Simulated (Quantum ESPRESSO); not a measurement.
**A series of runs on MgZn3 (I4/mmm, 4 atoms in the cell)**

```cif
data_Mg2Zn6
_chemical_formula_sum 'Mg2 Zn6'
_space_group_name_H-M_alt 'I4/mmm'
_space_group_IT_number 139
_space_group_name_Hall '-I 4 2'
_cell_length_a 4.11848
_cell_length_b 4.11848
_cell_length_c 7.77277
_cell_angle_alpha 90.000
_cell_angle_beta 90.000
_cell_angle_gamma 90.000
loop_
_atom_site_label
_atom_site_type_symbol
_atom_site_symmetry_multiplicity
_atom_site_Wyckoff_symbol
_atom_site_fract_x
_atom_site_fract_y
_atom_site_fract_z
_atom_site_occupancy
Mg1 Mg 2 a 0.00000 0.00000 0.00000 1
Zn1 Zn 2 b 0.00000 0.00000 0.50000 1
Zn2 Zn 4 d 0.00000 0.50000 0.25000 1
```
(The calculation used a cell of 4 atoms; values per cell refer to that cell.)

Base run A: Quantum ESPRESSO with LDA (PZ), GBRV 1.5 ultrasoft (LDA) pseudopotentials, self-consistent single point.

Its settings: ecutwfc = 50 Ry; ecutrho = 250 Ry; occupations = smearing; smearing = marzari-vanderbilt; degauss = 0.019992 Ry; potentials = {Mg: mg_lda_v1.4.uspp.F.UPF, Zn: zn_lda_v1.uspp.F.UPF}; K_POINTS = automatic 9 9 9 0 0 0; conv_thr = 1e-11 Ry.

The starting cell comes from a database of computed structures (which also holds hypothetical and non-ambient phases and stackings), without a prior relaxation at this level. In the base run, with a pressure of about -7 GPa the cell is away from its equilibrium volume at this level.

ΔF is the free energy per atom less that of run A. 

```json
[
 {"run": "A", "change": "base", "ΔF (meV/atom)": "0.00", "pressure (GPa)": "-6.90", "iterations": "10"},
 {"run": "B", "change": "diagonalization: default → rmm-davidson", "ΔF (meV/atom)": "0.00", "pressure (GPa)": "-6.90", "iterations": "13"},
 {"run": "C", "change": "diagonalization: default → rmm-paro", "ΔF (meV/atom)": "0.00", "pressure (GPa)": "-6.90", "iterations": "11"},
 {"run": "D", "change": "diago_david_ndim: default → 3", "ΔF (meV/atom)": "0.00", "pressure (GPa)": "-6.90", "iterations": "10"},
 {"run": "E", "change": "diago_david_ndim: default → 4", "ΔF (meV/atom)": "0.00", "pressure (GPa)": "-6.90", "iterations": "10"},
 {"run": "F", "change": "diago_full_acc: default → true", "ΔF (meV/atom)": "0.00", "pressure (GPa)": "-6.90", "iterations": "10"}
]
```

Runs B, C, D, E, F gave the same state as A (within 1 meV/atom). The fewest iterations to that state were 10 (A, D, E, F); the most were 13.
